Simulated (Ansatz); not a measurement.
# GeSb₂Te₄ (R-3m, No. 166, 7 atoms in the cell; start mp-1224370)

All values below come from PBE-D3(BJ) (Ansatz, an electronic-structure program, PAW).

Run with plane-wave cutoff 520 eV, 16×16×16 k mesh, Fermi–Dirac smearing 0.05 eV, scalar-relativistic PAW data made under PBE.

Cell (relaxed at this level):

```
GeSb2Te4
1.0
    2.12479     1.22675    12.94770
   -2.12479     1.22675    12.94770
    0.00000    -2.45349    12.94770
Ge Sb Te
1 2 4
Direct
  0.00000   0.00000   0.00000
  0.14168   0.14168   0.14168
  0.85832   0.85832   0.85832
  0.42969   0.42969   0.42969
  0.57031   0.57031   0.57031
  0.29181   0.29181   0.29181
  0.70819   0.70819   0.70819
```

For GeSb₂Te₄ (R-3m, No. 166, 7 atoms in the cell; start mp-1224370), the band gap comes out as none.

Note: a distance lies near a switch of the dispersion term, which can move the cell; the relaxation could not lower the start's symmetry, so the cell can be a saddle point above a distorted one.

Spin–orbit coupling is not included; it can open a gap where bands touch, and shift volumes and moduli.

The computed numbers hold no vibrational or temperature effects.

It cost very roughly 50 core-minutes of CPU time.

A start named mp-… is a Materials Project structure, which need not be a measured phase.
